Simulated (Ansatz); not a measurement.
System: C (model structure, P6₂22, No. 180, 3 atoms in the cell). Method: PBEsol in Ansatz (plane waves, PAW).

Numerical settings: plane-wave cutoff 520 eV, 18×18×12 k mesh (along the axes of the cell as run), Fermi–Dirac smearing 0.01 eV, scalar-relativistic PAW data made under PBE.

Cell (relaxed at this level):

C is taken in the hexagonal space group P6₂22 (No. 180), Pearson symbol hP3. Conventional cell: a = b = 2.592 Å, c = 2.783 Å, α = β = 90.00°, γ = 120.00°. C on 3c is surrounded by 4 C at 1.594 Å. (Neighbours: up to the widest gap in distance over summed covalent radii, below 1.35, at either atom.)

Problem. Give the computed band gap, direct gap at Γ and bulk modulus B0.

Solution. 
- band gap = 1.77 eV (on the SCF k mesh)
- direct gap at Γ = 8.82 eV
- bulk modulus B0 = 449 GPa

Note: the bulk modulus is −V dP/dV from two relaxed cells at ±2 % in volume; the relaxation could raise the start's symmetry but not lower it, so the cell can be a saddle point.

Static lattice: no zero-point or thermal effects.

Cost on a shared machine: roughly 30 core-seconds.

A model structure was made by putting elements into a prototype or built by hand; it is no filed structure, need not be a known phase, and can be a saddle point held by its symmetry.

Ansatz is a program for electronic structure.
